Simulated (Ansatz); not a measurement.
System: Si (I4/mmm, No. 139, 4 atoms in the cell; start mp-999200; another form than the element's usual one). Method: r²SCAN+rVV10 in Ansatz (plane waves, PAW).

Settings: plane-wave cutoff 560 eV, 10×10×10 k mesh, Fermi–Dirac smearing 0.01 eV, scalar-relativistic PAW data made under PBE.

Cell (relaxed at this level):

```cif
data_Si8
_chemical_formula_sum 'Si8'
_space_group_name_H-M_alt 'I4/mmm'
_space_group_IT_number 139
_space_group_name_Hall '-I 4 2'
_cell_length_a 6.64085
_cell_length_b 6.64085
_cell_length_c 3.84061
_cell_angle_alpha 90.000
_cell_angle_beta 90.000
_cell_angle_gamma 90.000
loop_
_atom_site_label
_atom_site_type_symbol
_atom_site_symmetry_multiplicity
_atom_site_Wyckoff_symbol
_atom_site_fract_x
_atom_site_fract_y
_atom_site_fract_z
_atom_site_occupancy
Si1 Si 8 h 0.17888 0.17888 0.00000 1
```
(The calculation used a cell of 4 atoms; values per cell refer to that cell.)

Problem. Estimate the band gap and direct gap at Γ that the calculation returns.

Solution. 
* **band gap**: 0.43 eV (on the SCF k mesh)
* **direct gap at Γ**: 2.14 eV

Note: the relaxation could not lower the start's symmetry, so the cell can be a saddle point above a distorted one.

The computed numbers hold no vibrational or temperature effects.

It cost around 2.1 core-minutes (rough) of CPU time.

A start named mp-… is a Materials Project structure, which need not be a measured phase.

Ansatz is a quantum-chemistry and plane-wave program.
